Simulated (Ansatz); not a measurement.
Consider this model of amorphous Si$_{24}$O$_{53}$P$_{2}$.

```xyz
79
Lattice="10.5926 0.0000 0.0000 0.0000 10.5926 0.0000 0.0000 0.0000 10.5926" Properties=species:S:1:pos:R:3 pbc="T T T"
Si     6.4141     9.7833     8.5862
Si     1.2329     1.9522     5.1533
Si     6.0637     5.9050     4.4872
Si     9.1470     9.0598     7.4269
Si     9.1766     2.3090     9.1800
Si     7.7031     0.2772     0.4752
Si     1.9671     5.2653     9.5953
Si     9.5215     8.6090     1.8192
Si     1.1066     9.8144     3.6581
Si     7.0366     7.1326     7.1974
Si     8.5493     5.9428     2.8180
Si     0.1199     4.8384     4.3537
Si     3.3132     0.0441     8.1741
Si     3.9421     1.0137     5.3578
Si     4.3476     4.7780     1.0486
Si     1.5989     8.1184     8.1081
Si     6.1723     2.7804     4.9795
Si     1.5220     2.5212     8.2716
Si     9.9902     6.1001     0.2536
Si     1.6285     7.0671     5.3337
Si     4.4812     7.3215     2.2645
Si     2.4795     5.7187     3.0298
Si     5.6569     2.0991     1.8814
Si     4.0791    10.2930     2.7305
O      2.3441     9.4234     8.6948
O      2.7178     6.0741     4.6138
O      1.0951     2.0703     6.7691
O      5.0503     2.0770     5.9130
O      0.7239     5.1597     0.0844
O      4.9030     6.8054     3.7605
O      0.0798     8.6810     7.7905
O      9.4722     4.6140     7.2654
O      4.4367     1.0035     1.8084
O      6.9939     5.7729     3.1594
O      7.2480     5.6891     8.0487
O      4.7710     8.9217     2.1221
O      5.3072     3.4438     0.9838
O      6.0661     4.3915     5.1786
O      7.0395     1.3569     1.4997
O     10.2258     7.6723     0.6512
O      1.2279     8.4271     4.5130
O      6.1710     8.1919     8.0727
O      1.7880     6.8166     9.0857
O      3.4513     4.5484     2.4266
O      0.4678     3.2753     4.6049
O      4.6192     0.0008     4.2576
O      0.3740     6.0183     5.4750
O      9.2565     6.1386     9.3626
O      2.4728    10.1197     2.8304
O      8.3870     9.6070     1.2362
O     10.5704     9.6015     2.5270
O      8.3829     3.7712     9.3947
O      0.1900     2.3556     9.2086
O      2.7986     1.9797     4.6829
O      3.3768     4.9307    10.3435
O      6.3262     6.8174     5.7906
O      5.1109     6.2553     1.1639
O      2.7146     1.4899     8.7439
O      4.7870    10.2505     8.5896
O      8.9653    10.3862     6.2780
O      8.6587     1.8562     7.6736
O      8.9501     5.4313     1.3185
O      2.2566     7.5827     6.7223
O      0.6630     0.5185     4.5790
O      7.5842     1.8884     5.4589
O      1.9120     4.1138     8.4197
O      8.7787     1.2281    10.2831
O      8.4907     7.7389     6.7445
O      6.5121    10.3009    10.1545
O      9.1591     4.9470     3.9477
O      6.6666     0.3219     7.2300
O      5.9357     2.5435     3.4183
O      3.2560     0.1307     6.5254
O      8.9255     7.5394     2.9186
O      8.2264     9.5491     8.6412
O      2.8386     7.0797     2.1757
O      0.9175     5.2840     2.9615
P      8.6481     5.0261     8.4116
P      7.9511     0.9372     6.6598
```

Computed with PBE, scalar-relativistic without spin-orbit coupling (plane waves to 420 eV, PAW; Ansatz, an electronic-structure program).

It comes from a melt-quench run on a machine-learned potential (CHGNet), relaxed afterwards by DFT. O atoms were pushed apart under 1.9 Å during the dynamics, to hinder bonds among them. The hot cell started wider than the set density and was brought back towards it in steps. It is the lowest in DFT energy of 2 quenches. It is a model cell: composition and starting density were chosen by hand, and all elements were melted together. No dispersion term was used. Its density started from a set value of 2.21 and ended at 2.21 g/cm³. The simulated quench (nominally 320 K/ps over its main leg) is rapid and tends to freeze in more defects than a deposited or slowly cooled glass has. A cell of this size samples the disorder only roughly. The volume was held where the preparation left it, at a PBE pressure of 0.3 GPa. Stress components on the final sampling reach 4.3 GPa.

Bonds are counted up to Si-Si 2.60 Å, Si-O 1.96 Å, Si-P 2.55 Å, O-O 1.58 Å, O-P 2.08 Å, P-P 2.50 Å. Two cations that share two anions don't count as bonded, nor two that share one unless they lie closer than Si-Si 2.38 Å, Si-P 2.33 Å, P-P 2.29 Å.

Question: Give the coordination numbers, mean bond lengths and angles.

Answer: 
The mean coordination of Si by anions is 4.04 (23 with 4, 1 with 5) and the mean coordination of O comes out as 1.98 (1 with 1, 52 with 2). The mean coordination of P by anions is 4.00 (2 with 4) and the mean Si-O bond is 1.642 Å (spread 0.035 Å, 97 counted). The mean O-P bond is 1.561 Å (spread 0.042 Å, 8 counted). The bond angle at Si comes out as mean 109.3°, spread 8.6°, the bond angle at O is mean 138.1°, spread 15.6° and the bond angle at P is mean 109.4°, spread 4.6°.

Question: Which atoms depart from the most common coordination of their element?

Answer: Si1 has 5 (O69 1.65 Å, O42 1.69 Å, O59 1.69 Å, O71 1.78 Å, O75 1.83 Å); O32 has 1 (P78 1.47 Å).

Question: List the pairs of like atoms that count as bonded by the rules above.

Answer: There are none by these rules.

Question: What Bader charges do the atoms carry, from a run on the zone centre alone?

Answer: Means (range): Si +3.28 e (+3.26 to +3.30), O -1.63 e (-1.66 to -1.46), P +3.75 e (+3.72 to +3.78).
```
atom  charge (e)
----  ----------
Si1        +3.28
Si2        +3.29
Si3        +3.28
Si4        +3.26
Si5        +3.29
Si6        +3.30
Si7        +3.28
Si8        +3.29
Si9        +3.30
Si10       +3.27
Si11       +3.28
Si12       +3.28
Si13       +3.29
Si14       +3.27
Si15       +3.27
Si16       +3.30
Si17       +3.28
Si18       +3.29
Si19       +3.27
Si20       +3.28
Si21       +3.26
Si22       +3.26
Si23       +3.29
Si24       +3.28
O25        -1.64
O26        -1.64
O27        -1.65
O28        -1.64
O29        -1.63
O30        -1.63
O31        -1.65
O32        -1.46
O33        -1.63
O34        -1.64
O35        -1.58
O36        -1.63
O37        -1.63
O38        -1.63
O39        -1.64
O40        -1.64
O41        -1.66
O42        -1.63
O43        -1.64
O44        -1.64
O45        -1.64
O46        -1.64
O47        -1.63
O48        -1.60
O49        -1.65
O50        -1.65
O51        -1.64
O52        -1.58
O53        -1.64
O54        -1.65
O55        -1.64
O56        -1.64
O57        -1.62
O58        -1.63
O59        -1.63
O60        -1.56
O61        -1.61
O62        -1.64
O63        -1.64
O64        -1.64
O65        -1.56
O66        -1.63
O67        -1.64
O68        -1.64
O69        -1.63
O70        -1.64
O71        -1.57
O72        -1.65
O73        -1.65
O74        -1.64
O75        -1.62
O76        -1.64
O77        -1.64
P78        +3.72
P79        +3.78
```
